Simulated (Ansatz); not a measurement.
## Response to strain in Zr

Take Zr in the hcp (Mg type) structure (space group P6_3/mmc, No. 194; a = 3.182 Å, c = 5.124 Å; relaxed with 0.1 eV smearing) as the base. Axes: x lies along a and z along c of the hexagonal cell.

Strains are applied to the cell and any free atomic positions relax; under biaxial strain the out-of-plane vector relaxes too.

Calculations: PBEsol, PAW, 420 eV (Ansatz, a first-principles code; no spin-orbit coupling).

Notes on the quantities. pressure: mean of the normal stresses, compression positive.

```csv
variant,out-of-plane strain,pressure
base,–,0.0 GPa
"biaxial strain −3.00 %, plane normal [001], relaxed out of plane",+2.96 %,2.8 GPa
"biaxial strain −2.50 %, plane normal [001], relaxed out of plane",+2.39 %,2.4 GPa
"biaxial strain −2.00 %, plane normal [001], relaxed out of plane",+1.86 %,2.0 GPa
"biaxial strain −1.00 %, plane normal [001], relaxed out of plane",+0.89 %,1.0 GPa
"biaxial strain −0.50 %, plane normal [001], relaxed out of plane",+0.43 %,0.5 GPa
"biaxial strain +0.50 %, plane normal [001], relaxed out of plane",-0.42 %,-0.5 GPa
"biaxial strain +1.00 %, plane normal [001], relaxed out of plane",-0.82 %,-1.0 GPa
"biaxial strain +1.50 %, plane normal [001], relaxed out of plane",-1.21 %,-1.5 GPa
"biaxial strain +3.00 %, plane normal [001], relaxed out of plane",-2.38 %,-2.9 GPa
```

Whether these cells are dynamically stable was not tested. All final runs are without spin polarisation.
